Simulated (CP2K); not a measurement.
Band structure of CsI (Pm-3m, 2 atoms in the cell).

```xyz
2
Lattice="4.5700 0.0000 0.0000 0.0000 4.5700 0.0000 0.0000 0.0000 4.5700" Properties=species:S:1:pos:R:3 pbc="T T T"
Cs     0.0000     0.0000     0.0000
I      2.2850     2.2850     2.2850
```

Method: PBE, GPW, DZVP-MOLOPT-SR-GTH basis, GTH-PBE potentials (GTH_POTENTIALS) run with CP2K.

Settings: CUTOFF = 500 Ry; REL_CUTOFF = 60 Ry; SMEAR/METHOD = FERMI_DIRAC; ELECTRONIC_TEMPERATURE = 116.05 K; KPOINTS/SCHEME = MONKHORST-PACK 4 4 4; GAMMA_CENTERED = T; XC_FUNCTIONAL = PBE; Cs/BASIS_SET = DZVP-MOLOPT-SR-GTH; Cs/POTENTIAL = GTH-PBE-q9; I/BASIS_SET = DZVP-MOLOPT-SR-GTH; I/POTENTIAL = GTH-PBE-q7; METHOD = GPW; EPS_DEFAULT = 1e-10; EXTRAPOLATION = USE_GUESS.

The starting cell has typed, rounded lattice constants, without a prior relaxation at this level. Spin-orbit coupling is off. Values carry the incompleteness of an atom-centred basis.

### Question
Predict the gap along the standard path and the places of the band edges.

### Answer
The gap along the path is 3.85 eV, from M to Γ; the smallest direct gap on it is 3.95 eV.

Levels in eV from the top of the valence band on the SCF mesh, bands 5 to 9:
```tsv
point	5	6	7	8	9
Γ	-7.24	-0.10	-0.10	-0.10	3.85
X	-7.18	-1.58	-0.26	-0.26	6.61
M	-7.14	-0.88	-0.88	0.00	4.37
R	-7.50	-1.33	-1.33	-1.33	7.16
```

Higher empty bands are left out: an atom-centred basis made for the valence describes them poorly.
